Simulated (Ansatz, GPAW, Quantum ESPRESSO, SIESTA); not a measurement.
## YPt2 (Fd-3m, 6 atoms in the cell) computed with different codes at matched settings

Self-consistent single point.

```
YPt2
1.0
    0.00000     3.82539     3.82539
    3.82539     0.00000     3.82539
    3.82539     3.82539     0.00000
Y Pt
2 4
Direct
  0.50000   0.50000   0.50000
  0.75000   0.75000   0.75000
  0.62500   0.12500   0.12500
  0.12500   0.12500   0.62500
  0.12500   0.62500   0.12500
  0.12500   0.12500   0.12500
```

Shared settings, as Ansatz (a first-principles code) writes them: kpoints.mp_grid.grid = 7 7 7; scf.occupations.method = gaussian; scf.occupations.width = 0.0073 Ry. Potentials and cutoffs stand in the table.

| code | model | pressure (GPa) | cutoff |
|---|---|---|---|
| Quantum ESPRESSO | PBEsol, GBRV 1.5 ultrasoft (PBESOL) pseudopotentials | -4.66 | 40 Ry |
| GPAW | PBEsol, GPAW PAW datasets PBEsol (made by gpaw-setup) | -3.98 | 550 eV |
| SIESTA | GGA PBEsol, numerical atomic orbitals TZP, PseudoDojo PBEsol standard norm-conserving potentials (rewritten from UPF to PSML) | -6.07 | grid 300 Ry |
| Ansatz | PBEsol, default PAW files made with PBE | -3.84 | 30.9 Ry |

On Ansatz's run: spin-orbit coupling is off. Spin polarisation is off.

The spread over the programs that give each value: pressure within 2.23 GPa.

SIESTA uses small atom-centred bases, whose incompleteness enters pressures, forces and empty levels differently from a plane-wave cutoff. Ansatz's pressure is given at a fixed set of plane waves, as the other plane-wave codes print theirs; with its correction for the finite basis it is -3.80 GPa. In the pressure, SIESTA (by 2.09) lies more than 1 GPa from the median of the plane-wave programs.

On the base mesh (6 6 6) the same programs gave: Ansatz pressure -3.85 GPa; Quantum ESPRESSO pressure -4.66 GPa; GPAW pressure -4.00 GPa; SIESTA pressure -6.08 GPa.

The starting cell comes from a database of computed structures (which also holds hypothetical and non-ambient phases and stackings), without a prior relaxation at this level.

Left out of this page: Elk (not drawn, or without a comparable value).

Keys are those of Ansatz 0.2.
